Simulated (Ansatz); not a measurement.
Phonon-limited resistivity of LuBi (Fm-3m) against temperature in μΩ·cm, PBEsol, DFPT electron-phonon coupling, linearised Boltzmann equation (Ansatz, an electronic-structure program), harmonic crystal at a fixed cell.

| T | ρ |
|---|---|
| 50 K | 1.73 |
| 77 K | ___ |
| 100 K | ___ |
| 150 K | 9.6 |
| 200 K | 13.2 |
| 250 K | 16.8 |
| 273 K | 18.4 |
| 300 K | 20 |
| 350 K | 24 |
| 400 K | 27 |

Task: What belongs in the gaps?

Result: 
- 77 K, ρ: 3.9
- 100 K, ρ: 5.7

A metal at this level (no band gap). Only scattering by harmonic phonons is included (no impurities, grain boundaries, electron-electron scattering or thermal expansion). Spin-orbit coupling is left out, which matters with elements this heavy. Halving the electron mesh (24x24x24) moves the resistivity by up to 13 %. Smearing 0.20 eV; phonons on a 4x4x4 q mesh, which this run doesn't test and which matters most at low temperature.

Computed structure with no diffraction record at hand here (it may be known, metastable or hypothetical): LuBi (Fm-3m).
